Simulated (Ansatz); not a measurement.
SrTaNO2 (model structure, Pbcm, No. 57, 20 atoms in the cell), treated with LDA (Ansatz, a program for electronic structure, plane waves, PAW).

Settings: plane-wave cutoff 520 eV, 6×6×4 k mesh (along the axes of the cell as run), Fermi–Dirac smearing 0.01 eV, scalar-relativistic PAW data made under PBE.

Cell (relaxed at this level):

```cif
data_N4O8Sr4Ta4
_chemical_formula_sum 'Sr4 Ta4 O8 N4'
_space_group_name_H-M_alt 'Pbcm'
_space_group_IT_number 57
_space_group_name_Hall '-P 2c 2b'
_cell_length_a 5.68179
_cell_length_b 5.64576
_cell_length_c 7.89948
_cell_angle_alpha 90.000
_cell_angle_beta 90.000
_cell_angle_gamma 90.000
loop_
_atom_site_label
_atom_site_type_symbol
_atom_site_symmetry_multiplicity
_atom_site_Wyckoff_symbol
_atom_site_fract_x
_atom_site_fract_y
_atom_site_fract_z
_atom_site_occupancy
Sr1 Sr 4 c 0.73904 0.25000 0.00000 1
Ta1 Ta 4 d 0.23745 0.25625 0.25000 1
O1 O 4 d 0.53686 0.45650 0.25000 1
O2 O 4 c 0.27592 0.25000 0.00000 1
N1 N 4 d 0.02579 0.52175 0.25000 1
```

Q: Give the computed band gap.

A: 
band gap: 0.75 eV

Note: the relaxation could raise the start's symmetry but not lower it, so the cell can be a saddle point.

Spin–orbit coupling is not included.

Computed values are for the static lattice.

It cost roughly 110 core-seconds of CPU time.

A model structure was made by putting elements into a prototype or built by hand; it is no filed structure, need not be a known phase, and can be a saddle point held by its symmetry.
